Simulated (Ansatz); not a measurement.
Take CdSe in the wurtzite structure (space group P6_3mc, No. 186) as the base.

```
CELL_PARAMETERS angstrom
      4.24755     0.00000     0.00000
     -2.12377     3.67848     0.00000
      0.00000     0.00000     6.94096
ATOMIC_POSITIONS crystal
  Cd 0.33333 0.66667 0.00031
  Cd 0.66667 0.33333 0.50031
  Se 0.33333 0.66667 0.37569
  Se 0.66667 0.33333 0.87569
```

Cartesian axes are those of the cell as printed.

The values are results of Ansatz (an electronic-structure program) LDA, without spin-orbit coupling, not measurements.

Before the change:

| Quantity | Value |
|---|---|
| Gap character | direct at Γ |
| Shortest interatomic distance | 2.600 Å |
| Pressure | 0.00 GPa |

One thing is altered: biaxial strain +1.20 %, plane normal [001], relaxed out of plane (Cartesian); in-plane vectors clamped, the third vector and the atoms free.

Task: What does the calculation give for the ratio −ε⊥/ε∥ after the change?

Result: The ratio −ε⊥/ε∥ comes out as 0.92.

Task: What happens to the gap character?

Result: The gap character remains direct at Γ.

Task: Predict the new shortest interatomic distance.

Result: The shortest interatomic distance rises by 0.012 Å to 2.612 Å.

Task: Predict the new pressure.

Result: The pressure (mean of the normal stresses, compression positive) goes from zero to -0.72 GPa.

Whether these cells are dynamically stable was not tested.
